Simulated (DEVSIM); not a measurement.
Structure: abrupt Si n-p junction, at 300 K.

```
layer (left to right)  material  thickness (μm)  Nd (cm⁻³)  Na (cm⁻³)   τn (s)   τp (s)
---------------------  --------  --------------  ---------  ---------  -------  -------
1                            Si            95.0     1.1e16          -  0.00019  0.00019
2                            Si            17.0          -     4.3e16  0.00019  0.00019
```

Left contact: ohmic. Right contact: ohmic. Voltage is applied to the left contact. Recombination: SRH at mid-gap, radiative. Mobility is μmin + (μ − μmin)/(1 + (N/Nref)^α).

Constants are typed, rounded textbook-type inputs, not results; the design itself was drawn at random and stands for no fabricated device. Values at 300 K.

| parameter | Si |
|---|---|
| gap (eV) | 1.124 |
| affinity (eV) | 4.05 |
| permittivity | 11.7 |
| Nc (cm⁻³) | 2.86e19 |
| Nv (cm⁻³) | 3.1e19 |
| μn (cm²/Vs) | 1417 |
| μp (cm²/Vs) | 470 |
| μn,min | 52 |
| μp,min | 45 |
| Nref,n | 9.7e16 |
| Nref,p | 2.2e17 |
| αn | 0.68 |
| αp | 0.72 |
| B (cm³/s) | 4.7e-15 |

Model (solved in DEVSIM): 1D drift-diffusion, Boltzmann statistics, complete ionisation; no tunnelling, impact ionisation, image-force lowering or self-heating.

### Question
Give the small-signal capacitance in reverse bias (quasi-static).

### Answer

```json
[
 {"V (V)": "0.2", "C (nF/cm²)": "28.4"},
 {"V (V)": "0.5", "C (nF/cm²)": "24.6"},
 {"V (V)": "1", "C (nF/cm²)": "20.7"},
 {"V (V)": "1.5", "C (nF/cm²)": "18.2"},
 {"V (V)": "2", "C (nF/cm²)": "16.4"},
 {"V (V)": "3", "C (nF/cm²)": "14.0"},
 {"V (V)": "4", "C (nF/cm²)": "12.4"},
 {"V (V)": "5", "C (nF/cm²)": "11.3"},
 {"V (V)": "6.5", "C (nF/cm²)": "10.0"},
 {"V (V)": "8", "C (nF/cm²)": "9.14"},
 {"V (V)": "10", "C (nF/cm²)": "8.24"}
]
```
